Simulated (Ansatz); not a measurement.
Functionals compared on the (22-43) surface of hcp Sc in its 1x1 cell, outermost plane spacing 0.37 Å in the ideal cut, in Ansatz (plane waves, PAW). The structure was relaxed with PBE; the other rows are single points on it. Cutoff 420 eV (500 eV for r2SCAN).

Set-up: 29 atoms, 10.5 Å thick at the start (thin: gaps and levels are the slab's own); mesh 7x4x1; 0.1 eV smearing; dipole correction on; all atoms relaxed; symmetry of the start imposed; no spin, no spin-orbit, no U. These notes are the PBE run's.

| functional | work function of the top face (eV) | rough cost of the single point |
|---|---|---|
| PBE | 3.12 | – |
| LDA | 3.29 | about 16 core-minutes (a rough figure) |
| PBEsol | 3.17 | about 15 core-minutes (a rough figure) |
| RPBE | 3.02 | roughly 13 core-minutes |
| r2SCAN | 3.15 | about 27 core-minutes (a rough figure) |

Ansatz is a program for electronic structure.
